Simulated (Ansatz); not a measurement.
Input:

End structure of the (100) surface of germanium, 1 pair of surface atoms bonded, Ga on one of 2 atoms under the surface, H on every dangling bond (bottom of the slab: built like the top, H on every dangling bond, free):

```yaml
crystal:
  lattice:
    - [8.14587, 0.00000, 0.00000]
    - [0.00000, 4.07294, 0.00000]
    - [0.00000, 0.00000, 32.00000]
  atoms:
    - { symbol: Ge, position: [0.34474, 0.00000, 0.30197] }
    - { symbol: Ge, position: [0.65510, 0.00000, 0.30201] }
    - { symbol: Ge, position: [0.26420, 0.50000, 0.34172] }
    - { symbol: Ge, position: [0.73577, 0.50000, 0.34178] }
    - { symbol: Ge, position: [0.49995, 0.50000, 0.39087] }
    - { symbol: Ge, position: [0.99998, 0.50000, 0.38327] }
    - { symbol: Ge, position: [0.49995, 0.00000, 0.43433] }
    - { symbol: Ge, position: [0.00008, 0.00000, 0.43016] }
    - { symbol: Ge, position: [0.75000, 0.00000, 0.47750] }
    - { symbol: Ge, position: [0.25000, 0.00000, 0.47750] }
    - { symbol: Ge, position: [0.75000, 0.50000, 0.52250] }
    - { symbol: Ge, position: [0.25000, 0.50000, 0.52250] }
    - { symbol: Ge, position: [0.99935, 0.50000, 0.57025] }
    - { symbol: Ge, position: [0.50022, 0.50000, 0.56617] }
    - { symbol: Ge, position: [0.00565, 0.00000, 0.61725] }
    - { symbol: Ge, position: [0.49294, 0.00000, 0.60972] }
    - { symbol: Ga, position: [0.26218, 0.00000, 0.66276] }
    - { symbol: Ge, position: [0.73563, 0.00000, 0.65699] }
    - { symbol: Ge, position: [0.35113, 0.50000, 0.70338] }
    - { symbol: Ge, position: [0.65839, 0.50000, 0.69881] }
    - { symbol: H, position: [0.27935, 0.00000, 0.25625] }
    - { symbol: H, position: [0.72103, 0.00000, 0.25635] }
    - { symbol: H, position: [0.30711, 0.50000, 0.75077] }
    - { symbol: H, position: [0.74573, 0.50000, 0.74209] }
```

Set-up: 24 atoms, 16.0 Å thick at the start with caps and adatoms; mesh 4x7x1; 0.025 eV smearing; dipole correction on; 4 atoms held, the rest relaxed; symmetry of the start imposed; spin-polarised, no spin-orbit, no U. The slab shows no gap on its mesh. The starting moment vanished. In PBE it lies 0.06 eV a 1x1 cell over the lowest computed structure of the same composition (1 pair of surface atoms bonded, Ga on one of 2 atoms of the third shell, H on every dangling bond).

Problem. Give the work function of the top face at the level PBE (Ansatz, a quantum-chemistry and plane-wave program).

Solution. 5.11 eV
